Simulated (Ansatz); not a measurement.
The starting structures come from a database of crystals and need not be the phases stable at ambient conditions.

By PBEsol, the system below comes out a metal.

The ballistic (Sharvin) conductance counts the channels at the Fermi level: G/A = (e²/h) × channels of both spins per area.

Consider the following.

```xyz
1
Lattice="3.3148 0.0000 0.0000 0.0000 4.1314 0.0000 1.6574 -2.0657 1.9156" Properties=species:S:1:pos:R:3 pbc="T T T"
Sn     0.0000     0.0000     0.0000
```

Space group of this cell: Immm. The cell is strained (all lengths scaled by 0.98).

The current flows along the normal of the first two printed cell vectors. No spin-orbit coupling; the value is a mean over 0.1 eV about the Fermi level.

Q: Give the ballistic conductance per area that PBEsol in Ansatz (a quantum-chemistry and plane-wave program) yields.

A: 1.3 × 10¹⁵ S/m² for both spins.
